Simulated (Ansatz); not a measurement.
The parent structure is ZrB₂ (space group P6/mmm, No. 191; a = 3.1714 Å, c = 3.5418 Å; relaxed with 0.1 eV smearing).

All numbers come from Kohn–Sham DFT with the PBE functional, run in Ansatz (an electronic-structure program) with PAW and 420 eV plane waves, spin-orbit coupling left out.

Before the change:

```
Property   Result
--------  -------
Pressure  0.0 GPa
Band gap     zero
```

One thing is altered: the cell is scaled by 1.0100 in all directions; the atoms relax in the strained cell.

How does this affect the pressure, energy relative to the base and band gap?

The pressure (mean of the normal stresses, compression positive) goes from zero to -6.7 GPa; the energy increases by 6.7 meV/atom; the band gap stays zero.

Stability against distortions was not tested. All final runs are without spin polarisation.
